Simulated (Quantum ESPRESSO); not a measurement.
Quantum ESPRESSO is run on LaP5 (P2_1/m, 24 atoms in the cell), and the run fails. The aim is a self-consistent single point with DFT, LDA (PZ), plane waves, GBRV 1.5 ultrasoft (LDA) pseudopotentials.

Cell that was meant: a = 5.4996 Å, b = 9.5827 Å, c = 9.9491 Å, α = 90.00°, β = 103.95°, γ = 90.00°.

Part of the input:

```fortran
&SYSTEM
 ibrav = 0
 nat = 24
 ntyp = 1
 ecutwfc = 40
 ecutrho = 200
 occupations = 'smearing'
```

Log, with long lists cut:

```
     This program is part of the open-source Quantum ESPRESSO suite
     for quantum simulation of materials; please cite

Warning: card P     30.9738  P_LDA_V1.5.USPP.F.UPF ignored

 %%%%%%%%%%%%%%%%%%%%%%%%%%%%%%%%%%%%%%%%%%%%%%%%%%%%%%%%%%%%%%%%%%%%%%%%%%%%%%
     Error in routine read_cards (5):
     species P in ATOMIC_POSITIONS is nonexistent
 %%%%%%%%%%%%%%%%%%%%%%%%%%%%%%%%%%%%%%%%%%%%%%%%%%%%%%%%%%%%%%%%%%%%%%%%%%%%%%

     stopping ...
```

Question: From the messages shown, name the fault and mend the input.

Answer: The fault is a species count that does not match the list of species. The number of species decides how many lines of the species card are read. To fix it, make the count match the list. The program stopped before any SCF iteration.

The sound input it was made from differs as follows (other fixes are possible):
```diff
- ntyp = 1
+ ntyp = 2
```

With that input, the run converged in 16 iterations: free energy E − TS -9810.9982 eV; Fermi level (on the code's own zero) 8.68 eV; pressure -0.53 GPa; largest force (vector length) 0.617 eV/Å (DFT, LDA (PZ), plane waves, GBRV 1.5 ultrasoft (LDA) pseudopotentials).

On the sound input: the starting cell comes from a database of computed structures (which also holds hypothetical and non-ambient phases and stackings), without a prior relaxation at this level. Its lattice was rescaled by a random factor within 2.5 % of one.
